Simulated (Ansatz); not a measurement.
TaF₅ (C2/m, No. 12) was calculated with r²SCAN-D4 (Ansatz, an electronic-structure program, PAW).

Run with plane-wave cutoff 500 eV, 6×6×8 k mesh (along the axes of the cell as run), gaussian smearing 0.02 eV, scalar-relativistic PAW data made under PBE.

Cell (relaxed at this level):

```xyz
24
Lattice="4.7423 -7.1552 -0.0430 4.7423 7.1552 -0.0430 -0.6598 0.0000 4.9035" Properties=species:S:1:pos:R:3 pbc="T T T"
F      2.8666     0.0000     2.9592
F      5.9583     0.0000     1.8583
F      0.6039     0.0000     4.5350
F      8.2209     0.0000     0.2825
F      5.6380    -3.0244     1.7812
F      3.1869    -3.0244     3.0363
F      3.1869     3.0244     3.0363
F      5.6380     3.0244     1.7812
F      0.9084     1.3690     1.8516
F      7.9164     1.3690     2.9658
F      7.9164    -1.3690     2.9658
F      0.9084    -1.3690     1.8516
Ta     2.3120     0.0000     1.1685
Ta     6.5128     0.0000     3.6490
F      3.4074     1.3861     0.6814
F      5.4174     1.3861     4.1361
F      5.4174    -1.3861     4.1361
F      3.4074    -1.3861     0.6814
Ta     4.4124    -4.2378     2.4087
Ta     4.4124     4.2378     2.4087
F      5.2468    -4.4979     4.0575
F      3.5780    -4.4979     0.7600
F      3.5780     4.4979     0.7600
F      5.2468     4.4979     4.0575
```

Q: Predict the band gap.

A: 
- band gap: 6.35 eV (on the SCF k mesh)

Note: the relaxation could not lower the start's symmetry, so the cell can be a saddle point above a distorted one.

Spin–orbit coupling is not included.

Computed values are for the static lattice.
